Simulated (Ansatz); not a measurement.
# Ru under a change: isotropic strain −1.00 %

Start from Ru in the hcp (Mg type) structure (space group P6_3/mmc, No. 194; a = 2.6756 Å, c = 4.2237 Å; relaxed with 0.1 eV smearing).

Modification: an isotropic linear strain of −1.00 %; the atoms relax in the strained cell.

Calculations: LDA (Ansatz, a program for electronic structure; PAW; 420 eV plane waves; without spin-orbit coupling). Settings: 25×25×14 k-points, 0.1 eV Fermi–Dirac smearing.

| quantity | base | changed | shift |
|---|---|---|---|
| volume per atom | 13.09 Å³ | 12.70 Å³ | -0.39 Å³ |
| space group | P6_3/mmc (No. 194) | P6_3/mmc (No. 194) | – |
| shortest interatomic distance | 4.945 bohr | 4.895 bohr | -0.0494 bohr |
| energy relative to the base (free energy F) | 0 meV/atom | +14 meV/atom | +14 meV/atom |
| pressure (mean of the normal stresses, compression positive) | 0.0 GPa | 11.9 GPa | +11.9 GPa |
| band gap | zero | zero | – |

Final structure:

```yaml
crystal:
  lattice:
    - [2.64882, 0.00000, 0.00000]
    - [-1.32441, 2.29395, 0.00000]
    - [0.00000, 0.00000, 4.18147]
  atoms:
    - { symbol: Ru, position: [0.66667, 0.33333, 0.75000] }
    - { symbol: Ru, position: [0.33333, 0.66667, 0.25000] }
```

No phonon test of stability was made. All final runs are without spin polarisation.
